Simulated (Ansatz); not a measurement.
The parent structure is BP in the zinc blende structure (space group F-43m, No. 216; a = 4.5484 Å). Axes: x, y, z lie along the cube axes.

All numbers come from plane-wave PAW DFT at the PBE level (Ansatz, a program for electronic structure, 420 eV), spin-orbit coupling left out.

Modification: the cell is scaled by 0.9950 in all directions; the atoms relax in the strained cell.

Predict the stress tensor and what it implies for the stiffness.

Stress of the strained cell less that of the base (GPa, compression positive):
```
   2.51    0.00    0.00
   0.00    2.51    0.00
   0.00    0.00    2.51
```

Then B = −ΔP/(ΔV/V₀) with ΔV/V₀ = -0.0149 gives secant stiffness values (nonlinear terms included at this strain): B ≈ 168 GPa.

Whether these cells are dynamically stable was not tested.
